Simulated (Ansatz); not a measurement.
Base system: CuI in the zinc blende structure (space group F-43m, No. 216; a = 5.939 Å).

Levels (all Ansatz, a program for electronic structure, PAW): PBEsol (420 eV, without spin-orbit coupling); HSE06+SOC (420 eV, with spin-orbit coupling).

The geometry is relaxed with PBEsol.

PBEsol valence-band top at Γ: 0.00, 0.00, 0.00 eV
PBEsol lowest conduction level above the VBM at special points: Γ 1.17 eV; L 2.11 eV; X 2.47 eV

Question: How does going to HSE06+SOC change the valence-band top at Γ and lowest conduction level above the VBM at special points?

Answer: The valence-band top at Γ (three highest Kramers pairs, from the VBM) changes from 0.00, 0.00, 0.00 eV to 0.00, 0.00, -0.67 eV; the lowest conduction level above the VBM at special points goes from Γ 1.17 eV; L 2.11 eV; X 2.47 eV to Γ 2.53 eV; L 3.39 eV; X 3.48 eV. The threefold valence maximum splits by Δso ≈ 0.67 eV.

Single points use the geometry relaxed with PBEsol. Differences between runs with and without spin-orbit coupling are approximate. With I present, leaving out spin-orbit coupling can change the band edges. The levels and masses belong to the bands next to the band gap. Whether these cells are dynamically stable was not tested. The runs without spin-orbit coupling are not spin-polarised.
